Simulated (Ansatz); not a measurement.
InP (model structure, started from the BN type, Pm-3n, No. 223, 12 atoms in the cell) was calculated with PBEsol+SOC in Ansatz (PAW).

Run with plane-wave cutoff 520 eV, 4×4×4 k mesh, Fermi–Dirac smearing 0.01 eV, PAW data made under PBE.

Cell (relaxed with PBEsol):

```cif
data_In6P6
_chemical_formula_sum 'In6 P6'
_space_group_name_H-M_alt 'Pm-3n'
_space_group_IT_number 223
_space_group_name_Hall '-P 4n 2 3'
_cell_length_a 7.24066
_cell_length_b 7.24066
_cell_length_c 7.24066
_cell_angle_alpha 90.000
_cell_angle_beta 90.000
_cell_angle_gamma 90.000
loop_
_atom_site_label
_atom_site_type_symbol
_atom_site_symmetry_multiplicity
_atom_site_Wyckoff_symbol
_atom_site_fract_x
_atom_site_fract_y
_atom_site_fract_z
_atom_site_occupancy
In1 In 6 c 0.00000 0.50000 0.25000 1
P1 P 6 d 0.00000 0.25000 0.50000 1
```

### Question
Give the computed band gap.

### Answer

- band gap = 0.61 eV (on the SCF k mesh)

Note: the relaxation could raise the start's symmetry but not lower it, so the cell can be a saddle point.

It cost around 4 core-minutes (rough) of CPU time.

A model structure was made by putting elements into a prototype or built by hand; it is no filed structure, need not be a known phase, and can be a saddle point held by its symmetry.

Ansatz is an electronic-structure program.
